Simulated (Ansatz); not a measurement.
The reference is Nb in the bcc (W type) structure (space group Im-3m, No. 229; a = 3.310 Å).

It is then changed as follows: the cell is scaled by 0.9863 in all directions; the atoms relax in the strained cell.

Levels (all Ansatz, an electronic-structure program, PAW): PBE (420 eV, spin-orbit coupling left out); r2SCAN (500 eV, no SOC).

The geometry is relaxed with PBE.

- PBE pressure: 7.6 GPa

Q: Predict the pressure from r2SCAN.

A: The pressure decreases by 1.1 GPa (7.6 GPa → 6.5 GPa).

Single points use the geometry relaxed with PBE. Their cutoffs differ, which shifts pressures a little. Whether these cells are dynamically stable was not tested. All final runs are without spin polarisation.
